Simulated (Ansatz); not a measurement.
Structures of equal composition on the (100) surface of rock-salt TiC: a layer of Cu, one atom over each C; a layer of Cu, one atom over each Ti. The slabs share one bottom face, and each structure is named by its start. These are constructed structures in small cells; real faces may alloy, dewet or reconstruct in larger ones, and not all known structures of the face are among them. Slabs of about 13 Å, Fermi-Dirac smearing of 0.1 eV. Bottom of the slabs: a bare face, its two planes held. Relaxed from the named starts with such symmetry as they have, on meshes of like density; energies extrapolated to zero smearing; spin only where a row says so; no spin-orbit coupling, no U. Brackets mark spin-polarised runs, whose order is one that fits the cell.

All values below come from PBE (plane waves to 420 eV, PAW; Ansatz, a program for electronic structure).

Q: Put the candidates in order of energy per 1x1 cell, lowest first, for PBE.

A: a layer of Cu, one atom over each C (0.000 eV), a layer of Cu, one atom over each Ti (1.104 eV)
